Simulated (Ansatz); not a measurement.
Response to strain in Si

Consider Si in the diamond structure (space group Fd-3m, No. 227).

```
Si
1.0
    0.00000     2.71688     2.71688
    2.71688     0.00000     2.71688
    2.71688     2.71688     0.00000
Si
2
Direct
  0.50000   0.50000   0.50000
  0.75000   0.75000   0.75000
```

Cartesian axes are those of the cell as printed.

Strains are applied to the cell and any free atomic positions relax; under biaxial strain the out-of-plane vector relaxes too.

Calculations: PBEsol (Ansatz, a quantum-chemistry and plane-wave program, PAW, no spin-orbit coupling).

Notes on the quantities. energy relative to the base: free energy F.

```csv
case,smallest direct gap,gap character,energy relative to the base,volume per atom
base,2.52 eV,"indirect, Γ → Γ–X (87 % along)",0 meV/atom,20.05 Å³
"biaxial strain −2.62 %, plane normal [001], relaxed out of plane",2.37 eV,"indirect, Γ → Γ–X (87 % along)",+15 meV/atom,19.41 Å³
"biaxial strain −1.29 %, plane normal [001], relaxed out of plane",2.44 eV,"indirect, Γ → Γ–X (87 % along)",+3.6 meV/atom,19.74 Å³
"biaxial strain +2.50 %, plane normal [110], relaxed out of plane",2.07 eV,"indirect, Γ → Γ–T (80 % along)",+16 meV/atom,20.82 Å³
isotropic strain +1.76 %,…,"indirect, Γ → Γ–X (87 % along)",+15 meV/atom,21.13 Å³
uniaxial strain ε_yy = −0.77 %,2.47 eV,"indirect, Γ → Γ–M (87 % along)",+0.6 meV/atom,19.90 Å³
```

**Question.** What belongs in the blanks?

**Answer.** 
- isotropic strain +1.76 %, smallest direct gap: 2.43 eV

A biaxial case was relaxed in a doubled cell and then solved in the primitive one. Whether these cells are dynamically stable was not tested. k-point labels follow each cell's own Brillouin zone.
